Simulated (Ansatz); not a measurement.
**How far to go with the plane-wave cutoff: Ta₃Re (I4mm, 4 atoms in the cell)**

```
Ta3Re
1.0
    0.00000     3.25370     3.25370
    3.25370     0.00000     3.25370
    3.25370     3.25370     0.00000
Ta Re
3 1
Cartesian
  1.62685   1.62685   1.62685
  4.88055   4.88055   4.88055
  3.25370   3.25370   3.30371
  0.00000   0.00000   0.00000
```

Level of theory: PBEsol, default PAW files made with PBE (plane waves; Ansatz, a quantum-chemistry and plane-wave program).

Base settings: basis.ecutwfc = 30.9 Ry; kpoints.mp_grid.grid = 7 7 7; hamiltonian.xc = pbesol; hamiltonian.pseudopotentials = {kind: paw} (the program's default PAW files); scf.occupations.method = fermi_dirac; scf.occupations.width = 0.0073 Ry.

The second cell is the first with its lattice scaled by 0.98.

The mesh stays at the base's, so the ladder's end is converged at best in this setting alone.

The first pressure column holds Ansatz's estimate of the finite-basis (Pulay) stress, which hides part of the cutoff error; the other is without it.

Only quantities that move along the ladder and can be compared are tabulated.

The count of work is k-points × plane waves × bands × iterations; it is no time. 

The starting cell comes from a database of computed structures (which also holds hypothetical and non-ambient phases and stackings), without a prior relaxation at this level. Its lattice was rescaled by up to half a per cent. One atom was moved a little off its site on purpose. Spin polarisation is off. In the base run, with a pressure of about -8 GPa the cell is away from its equilibrium volume at this level.

Steps (basis.ecutwfc): 10.7 Ry; 12.5 Ry; 14 Ry; 15.4 Ry; 16.9 Ry; 18.4 Ry; 21.7 Ry; 24.6 Ry; 27.9 Ry; 30.9 Ry; 33.8 Ry; 37.1 Ry; 41.5 Ry; 46.3 Ry; 54 Ry; 61.7 Ry; 74.2 Ry.

Question: What is the coarsest basis.ecutwfc that holds the energy of the compressed cell less the first within 1 meV/atom of the last step, with all finer ones?

Answer: 24.6 Ry, at 0.19 of the last step's count of work; the step before is off by 1.8 meV/atom.

Question: What is the coarsest basis.ecutwfc that holds the free energy within 0.5 meV/atom of the last step, with all finer ones?

Answer: 41.5 Ry, at 0.41 of the last step's count of work; the step before is off by 0.55 meV/atom.

Question: What is the coarsest basis.ecutwfc that holds the pressure within 0.05 GPa of the last step, with all finer ones?

Answer: 27.9 Ry, at 0.23 of the last step's count of work; the step before is off by 0.06 GPa.

| basis.ecutwfc | free energy less the last step's (meV/atom) | energy of the compressed cell less the first (meV/atom) | pressure (GPa) | pressure without the Pulay estimate (GPa) | largest difference of a force vector from the last step's (eV/Å) | count of work / last |
|---|---|---|---|---|---|---|
| 10.7 Ry | 15420.44 | -120.26 | -50.98 | -452.22 | 0.280 | 0.075 |
| 12.5 Ry | 7172.94 | -16.29 | -9.74 | -261.36 | 0.174 | 0.077 |
| 14 Ry | 3602.03 | -44.34 | -6.57 | -157.34 | 0.091 | 0.095 |
| 15.4 Ry | 1810.24 | -39.15 | -6.02 | -94.82 | 0.079 | 0.091 |
| 16.9 Ry | 813.02 | -0.36 | -6.96 | -53.16 | 0.007 | 0.11 |
| 18.4 Ry | 351.04 | -4.80 | -7.40 | -30.31 | 0.017 | 0.12 |
| 21.7 Ry | 50.81 | -5.68 | -8.14 | -12.11 | 0.002 | 0.16 |
| 24.6 Ry | 11.32 | -7.18 | -8.29 | -9.04 | 0.002 | 0.19 |
| 27.9 Ry | 3.49 | -7.34 | -8.32 | -8.50 | 0.000 | 0.23 |
| 30.9 Ry | 1.52 | -7.43 | -8.34 | -8.41 | 0.000 | 0.27 |
| 33.8 Ry | 0.84 | -7.49 | -8.34 | -8.37 | 0.000 | 0.29 |
| 37.1 Ry | 0.55 | -7.49 | -8.34 | -8.35 | 0.000 | 0.36 |
| 41.5 Ry | 0.34 | -7.49 | -8.34 | -8.35 | 0.000 | 0.41 |
| 46.3 Ry | 0.19 | -7.50 | -8.34 | -8.35 | 0.000 | 0.49 |
| 54 Ry | 0.09 | -7.50 | -8.34 | -8.35 | 0.000 | 0.62 |
| 61.7 Ry | 0.04 | -7.50 | -8.34 | -8.34 | 0.000 | 0.76 |
| 74.2 Ry | 0.00 | -7.51 | -8.34 | -8.34 | 0.000 | 1.0 |

The energy difference between the two cells stays within 1 meV/atom of the last step's from 24.6 Ry on, the total only from 33.8 Ry on: much of the error is common to both cells and cancels.

At the lowest cutoff the pressure without the Pulay estimate lies 444 GPa under the last step's, the usual sign of Pulay stress in an incomplete plane-wave basis.

Keys are those of Ansatz 0.2.
